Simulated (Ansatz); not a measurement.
HfO2 under a change: pressure −1 GPa

Take HfO$_{2}$ (space group P4_2/nmc, No. 137; a = 3.6044 Å, c = 5.2643 Å) as the base.

It is then changed as follows: hydrostatic tension (pressure −1 GPa).

Method: DFT with PBE, PAW potentials and a 420 eV plane-wave cutoff in Ansatz (an electronic-structure program), no spin-orbit coupling. Settings: 9×9×6 k-points, 0.05 eV Fermi–Dirac smearing.

| quantity | base | changed | shift |
|---|---|---|---|
| volume per atom | 11.40 Å³ | 11.47 Å³ | +0.07 Å³ |
| c/a ratio | 1.461 | 1.463 | +0.0026 |
| shortest interatomic distance | 2.069 Å | 2.070 Å | +0.0003 Å |
| enthalpy H = E + PV relative to the base's energy | – | -0.07 eV/atom | – |
| band gap | 4.67 eV | 4.67 eV | 0.00 eV |
| gap character | indirect, Z → Γ | indirect, Z → Γ | – |
| smallest direct gap | 4.73 eV | 4.73 eV | 0.00 eV |
| width of the top valence band | 0.94 eV | 0.93 eV | -0.01 eV |
| electron mass | 1.0 mₑ along c, 0.88 mₑ across (at Γ) | 1.0 mₑ along c, 0.90 mₑ across (at Γ) | – |

Final structure:

```xyz
6
Lattice="3.6095 0.0000 0.0000 0.0000 3.6095 0.0000 0.0000 0.0000 5.2813" Properties=species:S:1:pos:R:3 pbc="T T T"
Hf     0.0000     0.0000     0.0000
Hf     1.8048     1.8048     2.6406
O      0.0000     1.8048     1.0134
O      0.0000     1.8048     3.6540
O      1.8048     0.0000     1.6273
O      1.8048     0.0000     4.2679
```

Spin-orbit coupling, missing from the scalar runs, can matter with Hf. Load acts through the strain it causes; cell and atoms are relaxed under it. Masses are band curvatures over ±0.01 Å⁻¹ around the edge. No phonon test of stability was made. This is not the structure that HfO2 has at room temperature and ambient pressure.
